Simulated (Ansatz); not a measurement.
Base system: GaSb in the zinc blende structure (space group F-43m, No. 216).

```
GaSb
1.0
    0.00000     3.02440     3.02440
    3.02440     0.00000     3.02440
    3.02440     3.02440     0.00000
Ga Sb
1 1
Direct
  0.00000   0.00000   0.00000
  0.25000   0.25000   0.25000
```

Cartesian axes are those of the cell as printed.

Method: Ansatz (a program for electronic structure) LDA, no spin-orbit coupling.

For the base:

```
Quantity                        Result
-----------------------------  -------
Pressure                       0.0 GPa
Shortest interatomic distance  2.619 Å
```

Now apply this change: uniaxial strain ε_zz = +0.50 %, all other strain components held at zero; the atoms relax in the strained cell.

**Question.** How does this affect the pressure?

**Answer.** The pressure (mean of the normal stresses, compression positive) goes from zero to -0.3 GPa.

**Question.** How does this affect the energy relative to the base?

**Answer.** The energy hardly moves.

**Question.** What happens to the shortest interatomic distance?

**Answer.** The shortest interatomic distance grows by 0.0044 Å, from 2.619 Å to 2.624 Å.

Whether these cells are dynamically stable was not tested. The final runs are not spin-polarised. Gaps under 0.05 eV, about the width of the smearing, are given as zero.
